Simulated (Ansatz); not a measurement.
Na3P (P6₃/mmc, No. 194, 8 atoms in the cell; start COD 1010294), treated with G0W0@PBEsol (Ansatz, an electronic-structure program, hard PAW, contour deformation, complete-basis limit).

Run with largest k mesh 6×6×2 (not extrapolated in the mesh).

Cell (measured lattice):

```yaml
crystal:
  lattice:
    - [4.98000, 0.00000, 0.00000]
    - [-2.49000, 4.31281, 0.00000]
    - [0.00000, 0.00000, 8.79700]
  atoms:
    - { symbol: P, position: [0.33333, 0.66667, 0.25000] }
    - { symbol: P, position: [0.66667, 0.33333, 0.75000] }
    - { symbol: Na, position: [0.00000, 0.00000, 0.25000] }
    - { symbol: Na, position: [0.00000, 0.00000, 0.75000] }
    - { symbol: Na, position: [0.33333, 0.66667, 0.58300] }
    - { symbol: Na, position: [0.66667, 0.33333, 0.08300] }
    - { symbol: Na, position: [0.33333, 0.66667, 0.91700] }
    - { symbol: Na, position: [0.66667, 0.33333, 0.41700] }
```

### Question
Estimate the band gap that the calculation returns.

### Answer

- band gap: 0.95 eV (direct)

Note: cell and atoms aren't relaxed at this level; the gap holds a correction of +0.11 eV to the complete basis.

Computed values are for the static lattice.

Cost on a shared machine: around 80 core-minutes (rough).
